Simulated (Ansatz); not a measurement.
## ZrS2 under a change: S → O

Base system: ZrS2 in the CdI2 type structure (space group P-3m1, No. 164; a = 3.674 Å, c = 5.860 Å; layered, stacked along the Cartesian z axis).

One thing is altered: full substitution S → O, then cell and atoms are relaxed.

All numbers come from r2SCAN+rVV10 (Ansatz, an electronic-structure program, PAW, no SOC). Γ-centred 12×12×7 mesh, Fermi–Dirac width 0.05 eV, for the changed cell.

The density increases by 1.107 g/cm³, from 3.77 g/cm³ to 4.87 g/cm³ and the lattice parameter a falls by 0.4126 Å, from 3.674 Å to 3.262 Å. The c/a ratio drops by 0.1974 (1.595 → 1.397) and the shortest interatomic distance falls by 0.4536 Å to 2.112 Å. The band gap increases by 3.217 eV to 4.38 eV and the gap character goes from indirect, K–Γ (87 % along) → L to indirect, K–Γ (65 % along) → K. The electron mass amounts to 1.0 mₑ (at K).

Final structure:

```
CELL_PARAMETERS angstrom
      3.26166     0.00000     0.00000
     -1.63083     2.82468     0.00000
      0.00000     0.00000     4.55814
ATOMIC_POSITIONS crystal
  Zr 0.00000 0.00000 0.00000
  O  0.33333 0.66667 0.20966
  O  0.66667 0.33333 0.79034
```

Cost of the whole job for the changed cell (relaxation, final SCF and bands): very roughly 2.5 core-minutes.

Masses are band curvatures over ±0.01 Å⁻¹ around the edge. No phonon test of stability was made. As relaxed here, ZrO2 is a hypothetical phase, not in the database extracts checked.
